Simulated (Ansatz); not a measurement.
The parent structure is AlN in the zinc blende structure (space group F-43m, No. 216; a = 4.342 Å). Axes: x, y, z lie along the cube axes.

Level of theory: DFT with LDA, PAW potentials and a 420 eV plane-wave cutoff in Ansatz (a first-principles code), scalar-relativistic without spin-orbit coupling.

Strains are applied to the cell and any free atomic positions relax.

One change was made to it. Results:

```json
[
 {"quantity": "smallest direct gap", "base": "4.39 eV", "after": "4.24 eV"},
 {"quantity": "energy relative to the base (free energy F)", "base": "0 meV/atom", "after": "+4.9 meV/atom"},
 {"quantity": "band gap", "base": "3.25 eV", "after": "3.10 eV"},
 {"quantity": "valence-band top at Γ (three highest levels, from the VBM)", "base": "–", "after": "0.00, -0.13, -0.25 eV"}
]
```

**Question.** Which of these changes matches the shifts?
A. tensor shear ε_xy = +0.57 %
B. tensor shear ε_xy = +1.43 %
C. tensor shear ε_xy = +1.71 %
D. tensor shear ε_xy = +0.86 %
E. tensor shear ε_xy = +0.29 %

**Answer.** B, tensor shear ε_xy = +1.43 %. For comparison, the energy relative to the base in the other runs: tensor shear ε_xy = +0.86 % gives +1.8 meV/atom; tensor shear ε_xy = +1.71 % gives +7.0 meV/atom; tensor shear ε_xy = +0.57 % gives +0.8 meV/atom; tensor shear ε_xy = +0.29 % gives +0.2 meV/atom.

No phonon test of stability was made. This is not the structure that AlN has at room temperature and ambient pressure.
